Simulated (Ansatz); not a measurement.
# Cubic perovskite KMgF3

Computed with r²SCANh (Ansatz, a quantum-chemistry and plane-wave program, plane waves, PAW).

Run with plane-wave cutoff 520 eV, 6×6×6 k mesh, Fermi–Dirac smearing 0.01 eV, scalar-relativistic PAW data made under PBE.

Cell: measured lattice: a = b = c = 3.9897 Å, α = β = γ = 90.00°.

- band gap = 9.31 eV (on the SCF k mesh) (indirect)
- smallest direct gap on the k points sampled = 9.61 eV

Note: cell and atoms aren't relaxed at this level (pressure -1.1 GPa).

Static lattice: no zero-point or thermal effects.
